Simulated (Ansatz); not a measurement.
The starting structures come from a database of crystals and need not be the phases stable at ambient conditions.

By LDA and PBEsol, the system below comes out a metal.

Given:

```xyz
2
Lattice="3.3545 0.0000 0.0000 -1.6773 2.9051 0.0000 0.0000 0.0000 5.4702" Properties=species:S:1:pos:R:3 pbc="T T T"
Sb     0.0000     1.9367     1.3675
Sb     1.6773     0.9684     4.1026
```

Space group of this cell: P6_3/mmc, hcp (Mg type). The cell is taken as given; by PBEsol its mean pressure is -1.3 GPa.

The current runs along the normal of the first two printed vectors, the (001) plane. All runs by Ansatz (a first-principles code), plane waves and PAW, without spin-orbit coupling; the base is PBEsol.

```tsv
run	mean pressure (GPa)	G/A, both spins (10¹⁵ S/m²)
base	-1.3	1.19
all lengths scaled by 0.98	3.0	(withheld)
all lengths scaled by 1.02	-4.5	1.09
lda in place of pbesol	-2.5	(withheld)
lengths along the current scaled by 0.97, ions clamped	0.8	(withheld)
lengths along the current scaled by 1.03, ions clamped	-2.9	1.12
```

Task: What belongs in the gaps?

Result: 
- all lengths scaled by 0.98, G/A, both spins (10¹⁵ S/m²): 1.25
- lda in place of pbesol, G/A, both spins (10¹⁵ S/m²): 1.17
- lengths along the current scaled by 0.97, ions clamped, G/A, both spins (10¹⁵ S/m²): 1.24
